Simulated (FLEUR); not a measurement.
Input and output of a self-consistent single point for CrPd3 (Pm-3m, 4 atoms in the cell) (FLEUR).

Method of the run: LDA (Perdew-Zunger), all-electron FLAPW (FLEUR), scalar-relativistic valence in FLEUR.

```
CrPd3
1.0
    3.89088     0.00000     0.00000
    0.00000     3.89088     0.00000
    0.00000     0.00000     3.89088
Cr Pd
1 3
Direct
  0.00000   0.00000   0.00000
  0.00000   0.50000   0.50000
  0.50000   0.00000   0.50000
  0.50000   0.50000   0.00000
```
Moments meant for the start (each program seeds them in its own way; μB, in the order of the atoms Cr Pd Pd Pd): 3.0 0.0 0.0 0.0.

Reference input (self-consistent single point, DFT, PBEsol, all-electron FLAPW (FLEUR), scalar-relativistic valence): Kmax = 4.2 1/bohr; GmaxXC = 16.8 1/bohr; xcFunctional = PBEs; jspins = 2; l_soc = F; mode = gauss; fermiSmearingEnergy = 0.00999582 Htr; mesh (inpgen div1-3) = 9 9 9; inpgen gamma flag = false; Gmax = 16.8 1/bohr; numbands = 0; maxIterBroyd = 99. This run's input differs from it in these lines:

```diff
@@ -16,3 +16,3 @@
 &comp jspins=2 /
-&exco xctyp='PBEs' /
+&exco xctyp='pz' /
 &kpt div1=9 div2=9 div3=9 /
@@ -29,3 +29,3 @@
       <coreElectrons ctail="T" frcor="F" kcrel="0" coretail_lmax="0"/>
-      <xcFunctional name="PBEs" relativisticCorrections="F"/>
+      <xcFunctional name="pz" relativisticCorrections="F"/>
       <magnetism jspins="2"/>
```

Log, with long lists cut:

```
 Iteration:     1   Distance:      29.49943270 me/bohr^3
 Iteration:     2   Distance:      19.38242575 me/bohr^3
 Iteration:     3   Distance:      13.59178800 me/bohr^3
 Iteration:     4   Distance:      14.14631119 me/bohr^3
 Iteration:     5   Distance:       5.37560884 me/bohr^3
   [... 14 lines left out ...]
 Iteration:    20   Distance:       0.00009808 me/bohr^3
 Iteration:    21   Distance:       0.00002295 me/bohr^3
 Iteration:    22   Distance:       0.00001041 me/bohr^3
 Iteration:    23   Distance:       0.00000341 me/bohr^3
 Run finished successfully
 Stop message:
   Structural relaxation: Done

[file out, last iteration]
             iter=     24
[...]
          total density-effective poten   -2.6487292195E+04
          total charge density-energy d   -4.6495754428E+02
 Updated energy parameters for spin:           1
 Updated energy parameters for spin:           2
[...]
 fermi energy and band-weighting factors:

[...]
FERMIE:
          first approx. to ef    (T=0)  :   0.399188 htr   (energy of the highest occ. eigenvalue)
          number of occ. states  (T=0)  :       2145
          first approx. to seigv (T=0)  : -26.445204 htr
          sum of weights of occ. states :  62.016461
          sum of semicore charge        :   0.000000 e
          fermi energy=   0.40035 har   work function= -10.89403 ev
   [... lines left out ...]
          total moment                 =     2.63004
 Direct bandgap for spin            1 :    1.5409708945514078E-003  Htr
 Direct bandgap for spin            2 :    7.2628388592331228E-003  Htr
   [... lines left out ...]
[...]
     l-like charge
     atom     s        p        d        f        total
 -->  1    1.17178  3.14817  3.30972  0.01652    7.65136
 -->  2    0.17940  3.13719  3.97763  0.01732    7.31631
          valence density: spin= 2
[...]
     l-like charge
     atom     s        p        d        f        total
 -->  1    1.15810  3.12616  0.69204  0.01600    4.99741
 -->  2    0.18901  3.13840  4.01668  0.01384    7.36194
 FORCES: EQUAT
```

The run converged in 23 iterations. FLEUR gives forces in its relaxation mode, with a further iteration, so its stop message speaks of a relaxation. Against the reference run the size of the net moment goes from 0.69 to 0.66 μB/atom.

The starting cell comes from a database of computed structures (which also holds hypothetical and non-ambient phases and stackings), without a prior relaxation at this level. With one magnetic atom in the cell only a parallel order is possible. Values depend on the basis (sphere radii, cutoffs, local orbitals), which need not be converged. The log's line on a gap gives a spacing of levels on this mesh, which the program prints for metals too.

Cost on one core of a shared machine: roughly 4 min.
